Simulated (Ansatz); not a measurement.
**Rock-salt YSe**

Level of theory: LDA (plane waves, PAW; Ansatz, a first-principles code).

Numerical settings: plane-wave cutoff 520 eV, 16×16×16 k mesh, Fermi–Dirac smearing 0.05 eV, scalar-relativistic PAW data made under PBE.

Cell (relaxed at this level):

```
CELL_PARAMETERS angstrom
      0.00000     2.82089     2.82089
      2.82089     0.00000     2.82089
      2.82089     2.82089     0.00000
ATOMIC_POSITIONS crystal
  Y  0.50000 0.50000 0.50000
  Se 0.00000 0.00000 0.00000
```

```
Item                     Value
---------------  -------------
band gap         zero (no gap)
bulk modulus B0       93.4 GPa
```

Measured, for comparison: bulk modulus 82 GPa (room temperature, no zero-point or thermal correction; as tabulated in High-pressure study of YS, YSe, YTe (2011; people.iith.ac.in/kanchana 39.pdf)). Computed (rounded) less measured: bulk modulus +14 %.

Note: the bulk modulus is −V dP/dV from two relaxed cells at ±2 % in volume.

Spin–orbit coupling is not included.

Static lattice: no zero-point or thermal effects.
